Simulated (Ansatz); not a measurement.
Start from Sn in the diamond structure (space group Fd-3m, No. 227; a = 6.569 Å). Axes: x, y, z lie along the cube axes.

Calculations: Kohn–Sham DFT with the r2SCAN functional, run in Ansatz (a first-principles code) with PAW and 500 eV plane waves, no SOC, earlier PAW set.

For the base:

- Volume per atom: 35.43 Å³
- Pressure: 0.0 GPa
- Band gap: zero

It is then changed as follows: biaxial strain +0.92 %, plane normal [110], relaxed out of plane (Cartesian); in-plane vectors clamped, the third vector and the atoms free.

**Question.** Predict the new volume per atom, pressure, energy relative to the base and band gap.

**Answer.** The volume per atom rises by 0.46 Å³, from 35.43 Å³ to 35.89 Å³; the pressure (mean of the normal stresses, compression positive) goes from zero to -0.5 GPa; the energy rises by 1.6 meV/atom; the band gap is still zero.

A biaxial case was relaxed in a doubled cell and then solved in the primitive one. Whether these cells are dynamically stable was not tested.
